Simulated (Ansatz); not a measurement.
We consider C11b MoSi2, described by LDA in Ansatz (PAW).

Run with plane-wave cutoff 520 eV, 28×28×28 k mesh, Fermi–Dirac smearing 0.039 eV (set by the program), no spin polarisation, scalar-relativistic PAW data made under PBE.

Computed at the level's own relaxed cell.

### Question
Predict the Young modulus, Voigt–Reuss–Hill bulk modulus, elastic constant C12, elastic constant C11, elastic constant C13, elastic constant C33, elastic constant C44 and elastic constant C66.

### Answer

- Young modulus: 453 GPa
- Voigt–Reuss–Hill bulk modulus: 225 GPa
- elastic constant C12: 123 GPa
- elastic constant C11: 428 GPa
- elastic constant C13: 99.4 GPa
- elastic constant C33: 535 GPa
- elastic constant C44: 210 GPa
- elastic constant C66: 205 GPa

Measured, for comparison: elastic constant C12 104 GPa, elastic constant C11 417 GPa, elastic constant C13 83.8 GPa, elastic constant C33 514 GPa, elastic constant C44 204 GPa, elastic constant C66 194 GPa (temperature not stated, not corrected to a static lattice; as tabulated in Friák et al. (2018), doi:10.3390/nano8121057). Computed (rounded) less measured: elastic constant C12 +18 %, elastic constant C11 +3 %, elastic constant C13 +19 %, elastic constant C33 +4 %, elastic constant C44 +3 %, elastic constant C66 +6 %. A static lattice is as a rule a little smaller and stiffer than an uncorrected measurement, which narrows the difference in the elastic constant C11, elastic constant C33, elastic constant C44, elastic constant C66 and would widen misses of the other sign.

Elastic constants are with the ions relaxed.

Computing time: about 70 core-minutes (a rough figure).

Ansatz is a program for electronic structure.
